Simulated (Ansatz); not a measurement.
**Pt: response to strain**

The parent structure is Pt in the fcc (Cu type) structure (space group Fm-3m, No. 225; a = 3.972 Å; relaxed with 0.1 eV smearing).

Strains are applied to the cell and any free atomic positions relax.

Computed with PBE (Ansatz, a quantum-chemistry and plane-wave program), spin-orbit coupling left out.

Notes on the quantities. energy relative to the base: free energy F.

```tsv
isotropic strain (%)	energy relative to the base (meV/atom)
-3	111.7
-2.5	75.8
-1.5	26.1
-0.5	?
0	0.0
1	10.4
2	39.7
2.5	60.6
3	85.4
```

**Question.** Fit ΔE = Aε² + Bε³ (ε in %) to the rows shown and predict the withheld row.

**Answer.** Least squares on the printed values gives A = 10.9 and B = -0.49 meV/atom (largest residual 0.2 meV/atom); this predicts 2.8 meV/atom, and the run gives 2.8 meV/atom, in agreement.

Stability against distortions was not tested. All final runs are without spin polarisation. Pt lies near a magnetic instability that expansion can trigger; it was not tested.
